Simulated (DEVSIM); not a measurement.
System: abrupt Si n-p junction, at 350 K.

Layer 1 from the left is Si, thickness (μm) 47.0, Nd (cm⁻³) 3.6e18, τn (s) 1.3e-7, τp (s) 1.3e-7. Layer 2 from the left is Si, thickness (μm) 100, Na (cm⁻³) 9.8e15, τn (s) 1.3e-7, τp (s) 1.3e-7.

Left contact: ohmic. Right contact: ohmic. Voltage is applied to the left contact. Recombination: SRH at mid-gap, radiative. Gap narrowing is on: ΔEg = 6.92 meV × (l + √(l² + 0.5)), l = ln(N/1.3e17 cm⁻³), shared equally by both band edges. Mobility is constant in doping.

This is a model device: material constants are rounded textbook-type values typed into the input, and sizes, dopings and lifetimes were drawn at random. Values at 300 K; Nc and Nv go as T^1.5, mobilities as T to minus their exponent, the gap by Varshni's rule with the affinity fixed.

Si: gap (eV) 1.124, affinity (eV) 4.05, permittivity 11.7, Nc (cm⁻³) 2.86e19, Nv (cm⁻³) 3.1e19, μn (cm²/Vs) 1417, μp (cm²/Vs) 470, T exponent of μn 2.3, T exponent of μp 2.2, B (cm³/s) 4.7e-15, Varshni α (eV/K) 0.000473, Varshni β (K) 636.

DEVSIM, 1D drift-diffusion, Boltzmann statistics, complete ionisation; no tunnelling, impact ionisation, image-force lowering or self-heating.

Question: What does the simulation give for the potential step across the device at zero bias, the largest field in the device at zero bias?

Answer: potential step across the device at zero bias 0.768 V; largest field in the device at zero bias 95000 V/cm.
